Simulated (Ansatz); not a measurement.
An Ansatz (a program for electronic structure) input (r2SCAN (Ansatz; PAW; 500 eV plane waves; scalar-relativistic without spin-orbit coupling)):

Ansatz 0.2 input:
```yaml
crystal:
  lattice:
    - [4.5394700307, 0, 0]
    - [2.2697350154, 3.9312963663, 0]
    - [2.2697350154, -1.3104321221, 3.8245598055]
  atoms:
    - { symbol: In, position: [0, 0, 0] }
    - { symbol: Sb, position: [0.5, 0.25, 0.75] }
basis: { ecutwfc: 500, ecutrho_ratio: 4, xc_grid: 4, fft_grid_basis: typed }
kpoints: { mp_grid: { grid: [12, 12, 12] } }
hamiltonian:
  xc: r2scan
  dispersion: none
  pseudopotentials: { kind: paw }
scf: { occupations: { method: fermi_dirac, width: 0.05 } }
relax: { f_tol: 0.005, max_steps: 50, cell: { stress_tol: 0.01, fix: [a, b, gamma] } }
output: { forces: true, stress: true }
checkpoint: { write: state.ck, write_every: 1000 }
```

### Question
Which symmetry and how many k-points will the program report, and about how many plane waves at Γ?

### Answer
Space group R3m (ITA 160) with 6 operations, k-points 189 of 1728, and 1759 plane waves at Γ.

### Question
And the final pressure?

### Answer
1.38 GPa (compression positive).

The cells carry an imposed strain or load. No phonon test of stability was made. The cell was made from InSb in the zinc blende structure (space group F-43m, No. 216) by this change: biaxial strain −2.08 %, plane normal [111], relaxed out of plane.
